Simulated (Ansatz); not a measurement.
The starting structures come from a database of crystals and need not be the phases stable at ambient conditions.

Consider the following.

```yaml
crystal:
  lattice:
    - [5.27086, 0.00000, 0.00000]
    - [0.00000, 7.77662, 0.00000]
    - [0.00000, 3.88831, 5.94177]
  atoms:
    - { symbol: Mg, position: [0.75000, 0.70815, 0.19252] }
    - { symbol: Mg, position: [0.25000, 0.29185, 0.80748] }
    - { symbol: Mg, position: [0.25000, 0.90067, 0.80748] }
    - { symbol: Mg, position: [0.75000, 0.09933, 0.19252] }
    - { symbol: Bi, position: [0.25000, 0.40169, 0.19662] }
    - { symbol: Bi, position: [0.75000, 0.59831, 0.80338] }
    - { symbol: P, position: [0.75000, 0.19758, 0.60484] }
    - { symbol: P, position: [0.25000, 0.80242, 0.39516] }
    - { symbol: O, position: [0.00000, 0.32813, 0.00000] }
    - { symbol: O, position: [0.00000, 0.67187, 0.00000] }
    - { symbol: O, position: [0.50000, 0.67187, 0.00000] }
    - { symbol: O, position: [0.50000, 0.32813, 0.00000] }
    - { symbol: O, position: [0.49231, 0.87639, 0.24722] }
    - { symbol: O, position: [0.50769, 0.12361, 0.75278] }
    - { symbol: O, position: [0.99231, 0.12361, 0.75278] }
    - { symbol: O, position: [0.00769, 0.87639, 0.24722] }
    - { symbol: O, position: [0.75000, 0.43094, 0.46224] }
    - { symbol: O, position: [0.25000, 0.56906, 0.53776] }
    - { symbol: O, position: [0.25000, 0.89318, 0.53776] }
    - { symbol: O, position: [0.75000, 0.10682, 0.46224] }
```

Space group of this cell: Cmcm. The cell is taken as given; by PBEsol its mean pressure is 2.4 GPa.

Transport runs along the normal of the first two printed cell vectors.

The gap is the functional's own, uncorrected, and κ follows it; spin-orbit coupling is left out. Mid-gap values are interpolated between the computed energies.

Compute, with Ansatz (an electronic-structure program) with PBEsol, the band gap and the smallest decay constant κ at mid-gap.

Gap 3.67 eV on a 6×6×6 mesh; κ = 0.456 1/Å, at (0.000, 0.250) of the in-plane reciprocal vectors. At the zone centre, at the nearest computed energy, the slowest state has κ = 0.49 1/Å.
